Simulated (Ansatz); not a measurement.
A hypothetical phase is included: elements placed on a structure type, which no database files for this compound.

By PBEsol, the system below comes out a metal.

Without scattering a metal conducts by its projected Fermi surface.

```xyz
4
Lattice="2.7427 0.0000 0.0000 0.0000 8.0536 0.0000 1.3713 -4.0268 4.0268" Properties=species:S:1:pos:R:3 pbc="T T T"
Al     2.7427    -1.1914     2.8354
Al     1.3713     5.2182     1.1914
Al     2.7427     2.8354     1.1914
Al     1.3713     1.1914     2.8354
```

The cell was relaxed by PBE-D3(BJ); by PBEsol it stands under a pressure of 0.7 GPa.

The current flows along the normal of the first two printed cell vectors, the (100) plane of the conventional cell. No spin-orbit coupling; the value is a mean over 0.1 eV about the Fermi level.

### Question
Estimate the ballistic conductance per area that PBEsol (Ansatz, a first-principles code) returns for this system.

### Answer
0.51 × 10¹⁵ S/m² for both spins.
